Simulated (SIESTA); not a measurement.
## SIESTA run on VH (Fm-3m, 2 atoms in the cell): self-consistent single point

Computed with SIESTA with GGA PBEsol, numerical atomic orbitals TZP, PseudoDojo PBEsol standard norm-conserving potentials (rewritten from UPF to PSML).

Input:

```
# files in the folder: V.psml H.psml (PseudoDojo PBEsol standard)
SystemName  VH
SystemLabel VH

NumberOfAtoms                2
NumberOfSpecies              2
%block ChemicalSpeciesLabel
  1 23 V
  2 1 H
%endblock ChemicalSpeciesLabel
LatticeConstant              2.777169 Ang
%block LatticeVectors
     0.000000000    0.707106770    0.707106770
     0.707106770    0.000000000    0.707106770
     0.707106770    0.707106770    0.000000000
%endblock LatticeVectors
AtomicCoordinatesFormat      Bohr
%block AtomicCoordinatesAndAtomicSpecies
     0.000000000    0.000000000    0.000000000  1
     3.710959126    3.710959126    3.710959126  2
%endblock AtomicCoordinatesAndAtomicSpecies

XC.functional                GGA
XC.authors                   PBEsol
PAO.BasisSize                TZP
PAO.EnergyShift              0.01 Ry
MeshCutoff                   400 Ry
%block kgrid.MonkhorstPack
   14   0   0  0.0
    0  14   0  0.0
    0   0  14  0.0
%endblock kgrid.MonkhorstPack
OccupationFunction           MP
OccupationMPOrder            0
ElectronicTemperature        100.0 meV

MaxSCFIterations             150
SCF.Mixer.Method             Pulay
SCF.Mixer.Weight             0.25
SCF.Mixer.History            6
SCF.DM.Tolerance             1.0E-04
Diag.ParallelOverK           true
WriteForces                  true
Charge.Mulliken              end
```

Log, with long lists cut:

```
reinit: Reading from file input.fdf

reinit: System Name: VH
reinit: System Label: VH

coor:   Atomic-coordinates input format  =     Cartesian coordinates
coor:                                            (in Bohr units)

siesta: Atomic coordinates (Bohr) and species
siesta:      0.00000   0.00000   0.00000  1        1
siesta:      3.71096   3.71096   3.71096  2        2

siesta: System type = bulk

initatomlists: Number of atoms, orbitals, and projectors:      2    31    23

siesta: ******************** Simulation parameters ****************************
redata: Spin configuration                          = none
redata: Time-Reversal Symmetry                      = T
redata: Number of Atomic Species                    =        2
redata: Mesh Cutoff                                 =   400.0000 Ry
redata: Net charge of the system                    =     0.0000 |e|
redata: Min. number of SCF Iter                     =        0
redata: Max. number of SCF Iter                     =      150
redata: SCF convergence failure will abort job
redata: SCF mix quantity                            = Hamiltonian
redata: Mix DM or H after convergence               =   F
redata: Recompute H after scf cycle                 =   F
redata: Mix DM in first SCF step                    =   T
redata: No kicks to SCF
redata: DM Mixing Weight for Kicks                  =     0.5000
redata: Require Harris convergence for SCF          =   F
redata: Harris energy tolerance for SCF             =     0.000100 eV
redata: Require DM convergence for SCF              =   T
redata: DM tolerance for SCF                        =     0.000100
redata: Require EDM convergence for SCF             =   F
redata: EDM tolerance for SCF                       =     0.001000 eV
redata: Require H convergence for SCF               =   T
redata: Hamiltonian tolerance for SCF               =     0.001000 eV
redata: Require (free) Energy convergence for SCF   =   F
redata: (free) Energy tolerance for SCF             =     0.000100 eV
redata: Using DFT-D3 dispersion                     =   F
redata: Using Saved Data (generic)                  =   F
redata: Method of Calculation                       = Diagonalization
redata: Electronic Temperature                      =  1160.4518 K
redata: Number of TDED substeps                     =        3
redata: Dynamics option                             = Single-point calculation
redata: Save all siesta data in one NC              =   F
redata: ***********************************************************************

%block SCF.Mixers
  Pulay
%endblock SCF.Mixers

%block SCF.Mixer.Pulay
  # Mixing method
  method pulay
  variant stable

  # Mixing options
  weight 0.2500
  weight.linear 0.2500
  history 6
%endblock SCF.Mixer.Pulay

DM_history_depth set to one: no extrapolation allowed by default for geometry relaxation
Size of DM history Fstack: 1
Total number of electrons:    14.000000
Total ionic charge:    14.000000

* ProcessorY, Blocksize:    1  32

* Orbital distribution balance (max,min):    31    31

k-point displ. along   1 input, could be:     0.00    0.50
k-point displ. along   2 input, could be:     0.00    0.50
k-point displ. along   3 input, could be:     0.00    0.50
 Kpoints in:         1568 . Kpoints trimmed:         1484

siesta: k-grid: Number of k-points = 1484
siesta: k-points from Monkhorst-Pack grid
siesta: k-cutoff (effective) =    19.440 Ang
siesta: k-point supercell and displacements
siesta: k-grid:    14     0     0      0.000
siesta: k-grid:     0    14     0      0.000
siesta: k-grid:     0     0    14      0.000

diag: Algorithm                                     = D&C
diag: Parallel over k                               =   F
diag: Use parallel 2D distribution                  =   F
diag: Parallel block-size                           = 32
diag: Parallel distribution                         =     1 x     1
diag: Used triangular part                          = Lower
diag: Absolute tolerance                            =  0.100E-15
diag: Orthogonalization factor                      =  0.100E-05
diag: Memory factor                                 =  1.0000

superc: Internal auxiliary supercell:     7 x     7 x     7  =     343
superc: Number of atoms, orbitals, and projectors:    686  10633   7889

                        Single-point calculation

superc: Internal auxiliary supercell:     7 x     7 x     7  =     343
superc: Number of atoms, orbitals, and projectors:    686  10633   7889

outcell: Unit cell vectors (Ang):
        0.000000    1.963755    1.963755
        1.963755    0.000000    1.963755
        1.963755    1.963755    0.000000

outcell: Cell vector modules (Ang)   :    2.777169    2.777169    2.777169
outcell: Cell angles (23,13,12) (deg):     60.0000     60.0000     60.0000
outcell: Cell volume (Ang**3)        :     15.1458
new_DM -- step:     1
Initializing Density Matrix...

Attempting to read DM from file... Failed...
DM filled with atomic data:

InitMesh: MESH = 30 x 30 x 30 = 27000
InitMesh: Mesh cutoff (required, used) =   400.000   483.761 Ry

stepf: Methfessel-Paxton step function
       Using Hermite-Gauss polynomials of order  0

        iscf     Eharris(eV)        E_KS(eV)     FreeEng(eV)     dDmax    Ef(eV) dHmax(eV)
   scf:    1    -2003.174833    -2019.047689    -2019.052492  1.562407 -4.564655  8.930543
   scf:    2    -2022.771365    -2021.241965    -2021.248727  0.322546 -5.649695  3.088308
   scf:    3    -2021.648596    -2021.546182    -2021.552367  0.136853 -6.257706  0.086404
   scf:    4    -2021.546690    -2021.546480    -2021.552642  0.002029 -6.242442  0.030590
   scf:    5    -2021.546699    -2021.546607    -2021.552703  0.004287 -6.230545  0.015736
   scf:    6    -2021.546603    -2021.546605    -2021.552701  0.000076 -6.230091  0.017669
   scf:    7    -2021.546621    -2021.546615    -2021.552710  0.000651 -6.233722  0.002812
   scf:    8    -2021.546616    -2021.546615    -2021.552710  0.000127 -6.234456  0.000006
   scf:    9    -2021.546615    -2021.546615    -2021.552710  0.000000 -6.234459  0.000004

SCF Convergence by DM+H criterion
max |DM_out - DM_in|         :     0.0000004359
max |H_out - H_in|      (eV) :     0.0000035292
SCF cycle converged after 9 iterations

Using DM_out to compute the final energy and forces

siesta: E_KS(eV) =            -2021.5466

siesta: E_KS - E_eggbox =     -2021.5466

siesta: Atomic forces (eV/Ang):
     1   -0.000000   -0.000000   -0.000000
     2    0.000000    0.000000    0.000000
   Tot    0.000000    0.000000    0.000000
   Max    0.000000
   Res    0.000000    sqrt( Sum f_i^2 / 3N )
   Max    0.000000    constrained

Stress tensor Voigt[x,y,z,yz,xz,xy] (kbar):       88.52       88.52       88.52       -0.19       -0.19       -0.19
(Free)E + p*V (eV/cell)    -2022.3895
Target enthalpy (eV/cell)    -2021.5527

siesta: Program's energy decomposition (eV):
siesta: Ebs     =      -461.109430
siesta: Eions   =      3055.134527
siesta: Ena     =       471.676778
siesta: Ekin    =       847.307829
siesta: Enl     =         8.121609
siesta: Eso     =         0.000000
siesta: Edftu   =         0.000000
siesta: DEna    =        24.894837
siesta: DUscf   =         0.734355
siesta: DUext   =         0.000000
siesta: Ex      =      -296.851755
siesta: Ec      =       -22.295742
siesta: Exc     =      -319.147497
siesta: Eharris =     -2021.546615
siesta: Etot    =     -2021.546615
siesta: FreeEng =     -2021.552710

siesta: Stress tensor (static) (eV/Ang**3):
siesta:     0.055251   -0.000121   -0.000121
siesta:    -0.000121    0.055251   -0.000121
siesta:    -0.000121   -0.000121    0.055251

siesta: Cell volume =         15.145789 Ang**3

siesta: Pressure (static):
siesta:                Solid            Molecule  Units
siesta:          -0.00060176         -0.00060176  Ry/Bohr**3
siesta:          -0.05525123         -0.05525123  eV/Ang**3
siesta:         -88.52222619        -88.52223209  kBar

mulliken: Atomic and Orbital Populations:

Species: V
Atom  Qatom  Qorb
               3s      4s      4s      4s      3py     3pz     3px     4py
               4pz     4px     3dxy    3dyz    3dz2    3dxz    3dx2-y2 3dxy
               3dyz    3dz2    3dxz    3dx2-y2 3dxy    3dyz    3dz2    3dxz
               3dx2-y2
   1 12.642   1.843   0.146  -0.035   0.289   1.949   1.949   1.949   0.325
              0.325   0.325   0.960   0.960   0.447   0.960   0.447  -0.142

             -0.142  -0.061  -0.142  -0.061   0.054   0.054   0.094   0.054

              0.094

Species: H
Atom  Qatom  Qorb
               1s      1s      1s      2Ppy    2Ppz    2Ppx
   2  1.358   0.383  -0.061   0.822   0.071   0.071   0.071

mulliken: Qtot =       14.000

Mulliken Atomic Populations:
Atom #   charge [q] valence [e]  Species
     1     0.358449   12.641551  V
     2    -0.358449    1.358449  H
 Total    -0.000000
```

The run converged in 9 iterations.

The starting cell comes from a database of computed structures (which also holds hypothetical and non-ambient phases and stackings), without a prior relaxation at this level. Spin polarisation is off. Values carry the incompleteness of an atom-centred basis. With a pressure of about -9 GPa the cell is away from its equilibrium volume at this level.

Cost on one core of a shared machine: roughly 70 s.
